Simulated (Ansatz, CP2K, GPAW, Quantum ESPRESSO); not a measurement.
**One structure in several programs: TaGaNi6 (P4/mmm, 8 atoms in the cell)**

Self-consistent single point, at a second geometry (lattice scaled by 0.98). First geometry:

```
CELL_PARAMETERS angstrom
      3.65600     0.00000     0.00000
      0.00000     3.65600     0.00000
      0.00000     0.00000     7.24997
ATOMIC_POSITIONS crystal
  Ta 0.00000 0.00000 0.50000
  Ga 0.00000 0.00000 0.00000
  Ni 0.50000 0.50000 0.00000
  Ni 0.50000 0.50000 0.50000
  Ni 0.50000 0.00000 0.24671
  Ni 0.50000 0.00000 0.75329
  Ni 0.00000 0.50000 0.24671
  Ni 0.00000 0.50000 0.75329
```

Shared settings, as Ansatz (a quantum-chemistry and plane-wave program) writes them: kpoints.mp_grid.grid = 6 6 3; scf.occupations.method = gaussian; scf.occupations.width = 0.136 eV. Potentials and cutoffs stand in the table.

| code | model | ΔF from the first geometry (meV/atom) | pressure (GPa) | largest force (eV/Å) | cutoff |
|---|---|---|---|---|---|
| Quantum ESPRESSO | PBEsol, GBRV 1.5 ultrasoft (PBESOL) pseudopotentials | -26.2 | 0.29 | 0.032 | 50 Ry |
| CP2K | PBEsol, GPW, DZVP-MOLOPT-SR-GTH basis, GTH-PBE potentials (GTH_POTENTIALS) | -22.6 | 1.49 | 0.050 | grid 600 Ry |
| GPAW | PBEsol, GPAW PAW datasets PBEsol (made by gpaw-setup) | -16.9 | 3.05 | 0.038 | 800 eV |
| Ansatz | PBEsol, PAW files made with PBE | -26.6 | 0.36 | 0.030 | 420 eV |

On Ansatz's run: spin-orbit coupling is off. Spin polarisation is off.

The spread over the programs that give each value: ΔF from the first geometry within 9.7 meV/atom; pressure within 2.76 GPa; largest force within 0.020 eV/Å.

CP2K uses small atom-centred bases, whose incompleteness enters pressures, forces and empty levels differently from a plane-wave cutoff. Ansatz's pressure is given at a fixed set of plane waves, as the other plane-wave codes print theirs; with its correction for the finite basis it is 0.44 GPa. In the pressure, CP2K (by 1.12) and GPAW (by 2.69) lie more than 1 GPa from the median of the plane-wave programs.

The starting cell comes from a database of computed structures (which also holds hypothetical and non-ambient phases and stackings), without a prior relaxation at this level. Its lattice was rescaled by a random factor within 2.5 % of one. For this run, on top of that: lattice scaled by 0.98.

Keys are those of Ansatz 0.2.
